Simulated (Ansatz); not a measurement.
Start from ZnS in the wurtzite structure (space group P6_3mc, No. 186).

```yaml
crystal:
  lattice:
    - [3.84528, 0.00000, 0.00000]
    - [-1.92264, 3.33011, 0.00000]
    - [0.00000, 0.00000, 6.30521]
  atoms:
    - { symbol: Zn, position: [0.33333, 0.66667, 0.00023] }
    - { symbol: Zn, position: [0.66667, 0.33333, 0.50023] }
    - { symbol: S, position: [0.33333, 0.66667, 0.37477] }
    - { symbol: S, position: [0.66667, 0.33333, 0.87477] }
```

All numbers come from plane-wave PAW DFT at the PBE level (Ansatz, a quantum-chemistry and plane-wave program, 420 eV), spin-orbit coupling left out.

Base values:

The lattice parameter a is 3.845 Å and the band gap is 2.08 eV.

It is then changed as follows: a negative pressure, −2 GPa.

Task: Predict the new lattice parameter a.

Result: The lattice parameter a rises by 0.0404 Å, from 3.845 Å to 3.886 Å.

Task: What does the calculation give for the band gap after the change?

Result: The band gap falls by 0.13 eV, from 2.08 eV to 1.95 eV.

Load acts through the strain it causes; cell and atoms are relaxed under it. No phonon test of stability was made.
